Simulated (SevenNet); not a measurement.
**CsCl-type RuAl**

Method: the machine-learned potential SevenNet-0 (trained on PBE and PBE+U data).

Cell (relaxed at this level):

```
RuAl
1.0
    3.00714     0.00000     0.00000
    0.00000     3.00714     0.00000
    0.00000     0.00000     3.00714
Al Ru
1 1
Cartesian
  1.50357   1.50357   1.50357
  0.00000   0.00000   0.00000
```

```
Quantity                    Value
------------------  -------------
lattice constant a        3.007 Å
volume per atom     13.60 Å³/atom
```

Measured, for comparison: lattice constant a 2.992 Å (temperature not stated, copied from a table, unchecked, no zero-point or thermal correction; as tabulated in Acta Metallurgica 41, 863 (1993)). Computed (rounded) less measured: lattice constant a not scored (unchecked).

A machine-learned potential is trained on density-functional data: it inherits that level's misses and adds fitting errors of its own.

Note: the model gives imaginary modes for this phase (in the spectrum interpolated from a supercell).
